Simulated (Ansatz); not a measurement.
# What B vacancy does to TiB2

The reference is a 24-atom supercell of TiB₂ (space group P6/mmm, No. 191; a = 3.017 Å, c = 3.185 Å) at its relaxed geometry.

One thing is altered: a neutral B vacancy, atoms relaxed at fixed cell, starting from a slightly rattled geometry.

Computed with plane-wave PAW DFT at the PBEsol level (Ansatz, an electronic-structure program, 420 eV), no spin-orbit coupling, earlier PAW set. Γ-centred 6×6×6 mesh, Fermi–Dirac width 0.05 eV.

The pressure goes from zero to -0.6 GPa.

Final structure:

```yaml
crystal:
  lattice:
    - [6.03457, 0.00000, -3.18495]
    - [-3.01728, 5.22609, -3.18495]
    - [0.00000, 0.00000, 6.36990]
  atoms:
    - { symbol: Ti, position: [0.99766, 0.99670, 0.99931] }
    - { symbol: Ti, position: [0.99766, 0.99672, 0.49468] }
    - { symbol: Ti, position: [0.99735, 0.49842, 0.24955] }
    - { symbol: Ti, position: [0.99736, 0.49840, 0.74580] }
    - { symbol: Ti, position: [0.49813, 0.99756, 0.24607] }
    - { symbol: Ti, position: [0.49815, 0.99756, 0.74923] }
    - { symbol: Ti, position: [0.49907, 0.49806, 0.99605] }
    - { symbol: Ti, position: [0.49909, 0.49806, 0.50068] }
    - { symbol: B, position: [0.16485, 0.33091, 0.99769] }
    - { symbol: B, position: [0.16561, 0.83175, 0.74847] }
    - { symbol: B, position: [0.16588, 0.83107, 0.24828] }
    - { symbol: B, position: [0.66463, 0.32984, 0.74703] }
    - { symbol: B, position: [0.66404, 0.33011, 0.24686] }
    - { symbol: B, position: [0.66457, 0.83115, 0.49767] }
    - { symbol: B, position: [0.66448, 0.83127, 0.99766] }
    - { symbol: B, position: [0.33553, 0.16032, 0.49773] }
    - { symbol: B, position: [0.32997, 0.16577, 0.99767] }
    - { symbol: B, position: [0.33339, 0.67059, 0.75179] }
    - { symbol: B, position: [0.33110, 0.66264, 0.24670] }
    - { symbol: B, position: [0.83310, 0.16465, 0.74869] }
    - { symbol: B, position: [0.82516, 0.16242, 0.24362] }
    - { symbol: B, position: [0.83053, 0.66522, 0.49770] }
    - { symbol: B, position: [0.83223, 0.66353, 0.99767] }
```

Cost of the whole job for the changed cell (relaxation, final SCF and bands): around 14 core-minutes (rough).

The cell is small, so the values are those of an ordered compound at a high defect concentration; dilute-limit values will differ. The mesh was chosen for an insulator and is coarse for the gapless case. The final runs are not spin-polarised. The defect cell is not spin-polarised.
